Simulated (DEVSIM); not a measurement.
Device: Schottky contact on p-type InP, at 300 K.

Layer 1 from the left is InP, thickness (μm) 5.30, Na (cm⁻³) 5.6e16, τn (s) 5e-10, τp (s) 5e-10. Layer 2 from the left is InP, thickness (μm) 2.00, Na (cm⁻³) 1.9e18, τn (s) 5e-10, τp (s) 5e-10.

Left contact: Schottky, work function 4.694 eV, emission velocity 8.8e6 cm/s. Right contact: ohmic. Voltage is applied to the left contact. Recombination: SRH at mid-gap, Auger. Mobility is μmin + (μ − μmin)/(1 + (N/Nref)^α).

Constants are typed, rounded textbook-type inputs, not results; the design itself was drawn at random and stands for no fabricated device. Values at 300 K.

InP: gap (eV) 1.344, affinity (eV) 4.38, permittivity 12.5, Nc (cm⁻³) 5.7e17, Nv (cm⁻³) 1.1e19, μn (cm²/Vs) 5200, μp (cm²/Vs) 170, μn,min 400, μp,min 10, Nref,n 3e17, Nref,p 4.9e17, αn 0.47, αp 0.62, Cn (cm⁶/s) 9e-31, Cp (cm⁶/s) 9e-31.

DEVSIM, 1D drift-diffusion, Boltzmann statistics, complete ionisation; no tunnelling, impact ionisation, image-force lowering or self-heating. Metal contacts follow the ideal Schottky-Mott rule: no Fermi-level pinning, no interface dipoles.

Dark forward current:

| |V| (V) | |J| (A/cm²) |
|---|---|
| 0.05 | 3.626e-9 |
| 0.10 | 1.389e-8 |
| 0.15 | 4.945e-8 |
| 0.20 | 2.013e-7 |
| 0.25 | 9.913e-7 |
| 0.30 | 5.702e-6 |
| 0.35 | 3.585e-5 |
| 0.40 | 0.0002348 |
| 0.45 | 0.001561 |
| 0.50 | 0.01041 |
| 0.55 | 0.06912 |
| 0.60 | 0.4527 |
| 0.65 | 2.829 |
| 0.70 | 14.80 |
| 0.75 | 51.08 |
| 0.80 | 113.8 |
| 0.85 | 193.3 |
| 0.90 | 282.2 |
| 0.95 | 376.8 |
| 1.00 | 475.1 |
| 1.05 | 575.9 |
| 1.10 | 678.6 |
| 1.15 | 782.6 |
| 1.20 | 887.8 |
| 1.25 | 993.8 |
| 1.30 | 1101 |

Work out the local ideality factor n = ΔV / (kT/q · ln(J2/J1)) between the rows 0.15 and 0.20 V, 0.45 and 0.50 V, 1.25 and 1.30 V.

kT/q = 25.85 mV. From 0.15 to 0.20 V: ln(2.013e-7/4.945e-8) = 1.404, n = 1.38. From 0.45 to 0.50 V: ln(0.01041/0.001561) = 1.897, n = 1.02, near the 1 of diffusion or emission over a barrier. From 1.25 to 1.30 V: ln(1101/993.8) = 0.102, n = 18.88; the layers' resistance at their doping, Σ W/(qμN) = 0.00044 Ω cm², would take 47 mV of this step of 50 mV.

Estimate the current at 0.45 V for emission alone, J0 = q v N_band exp(−φB/kT), and read the barrier back from the simulated current.

φB = 1.030 eV, N_band = 1.10e19 cm⁻³, J0 = 7.69e-11 A/cm²; J = J0 (exp(qV/kT) − 1) = 0.00279 A/cm². The simulation gives 0.00156 A/cm²; the estimate lies 79 % above. Read backwards, the simulated current gives an apparent barrier of 1.045 eV. The estimate leaves out transport through the depletion region and minority injection.
